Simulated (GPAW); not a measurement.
Worked example: self-consistent single point of WC (Fm-3m, 2 atoms in the cell) in GPAW.

Method: GPAW with LDA (Perdew-Wang 92), real-space grid, GPAW PAW datasets LDA (gpaw-data 1.0.1).

```
CELL_PARAMETERS angstrom
      0.00000     2.19268     2.19268
      2.19268     0.00000     2.19268
      2.19268     2.19268     0.00000
ATOMIC_POSITIONS crystal
  W  0.00000 0.00000 0.00000
  C  0.50000 0.50000 0.50000
```

Reference input (self-consistent single point, DFT LDA (Perdew-Wang 92), real-space grid, GPAW PAW datasets LDA (gpaw-data 1.0.1)): mode = fd; h = 0.18 Å; xc = LDA; kpts = 10 10 10; mesh shift (steps) = 0 0 0; occupations.name = fermi-dirac; occupations.width = 0.1 eV; nbands = -6; convergence.forces = 0.001 eV/Å; symmetry.symmorphic = false; symmetry.tolerance = 0.0005; maxiter = 120. This run's input differs from it in these lines:

```diff
@@ -14,3 +14,3 @@
             xc='LDA',
-            kpts={'size': (10, 10, 10), 'gamma': True},
+            kpts={'size': (14, 14, 14), 'gamma': True},
             occupations={'name': 'fermi-dirac', 'width': 0.1},
```

Output, abridged:

```
     iter     time        total  log10-change:
                         energy   eigst   dens  force
iter:   1 --:--:--   -24.330741
iter:   2 --:--:--   -23.836569   -0.46  -0.97
iter:   3 --:--:--   -22.547189   -0.61  -1.03
iter:   4 --:--:--   -22.549070   -1.71  -1.54
iter:   5 --:--:--   -22.568054   -1.85  -1.60
iter:   6 --:--:--   -22.558915   -2.33  -2.06
iter:   7 --:--:--   -22.560945   -3.10  -2.53
iter:   8 --:--:--   -22.556176c  -2.86  -2.40
iter:   9 --:--:--   -22.556205c  -3.96  -3.45
iter:  10 --:--:--   -22.556213c  -4.83  -3.39
iter:  11 --:--:--   -22.556582c  -3.85  -3.55
iter:  12 --:--:--   -22.556232c  -3.77  -2.85
iter:  13 --:--:--   -22.556216c  -5.38  -3.82
iter:  14 --:--:--   -22.556214c  -6.46  -4.23c
iter:  15 --:--:--   -22.556212c  -6.60  -4.39c
iter:  16 --:--:--   -22.556214c  -6.74  -5.05c
iter:  17 --:--:--   -22.556213c  -7.36  -4.43c
iter:  18 --:--:--   -22.556213c  -7.61c -4.95c
iter:  19 --:--:--   -22.556213c  -7.98c -5.32c -29.12c
Converged after 19 iterations.

Dipole moment: (-1.094566, -1.094566, -1.094566) |e|*Ang

Energy contributions relative to reference atoms: (reference = -439534.908752)

Kinetic:         +8.734452
Potential:      -10.227506
External:        +0.000000
XC:             -21.103574
Entropy (-ST):   -0.035609
Local:           +0.058218
SIC:             +0.000000
--------------------------
Free energy:    -22.574017
Extrapolated:   -22.556213

Showing only first 2 kpts
 Kpt  Band  Eigenvalues  Occupancy
  0     7     12.30306    2.00000
  0     8     14.02391    1.99991
  0     9     14.02391    1.99991
  0    10     14.02788    1.99991

  1     7     12.06561    2.00000
  1     8     12.09226    2.00000
  1     9     14.15239    1.99968
  1    10     14.50552    1.98916

Fermi level: 15.02670

No gap
No difference between direct/indirect transitions
Energy (eV): -22.556213

Forces in eV/Ang:
  0 W     0.00000   -0.00000   -0.00000
  1 C     0.00000   -0.00000    0.00000
```

The run converged in 19 iterations. Against the reference run the free energy goes up by 6.3 meV/atom.

The starting cell comes from a database of computed structures (which also holds hypothetical and non-ambient phases and stackings), without a prior relaxation at this level. Spin polarisation is off.

Cost on one core of a shared machine: roughly 4 min.
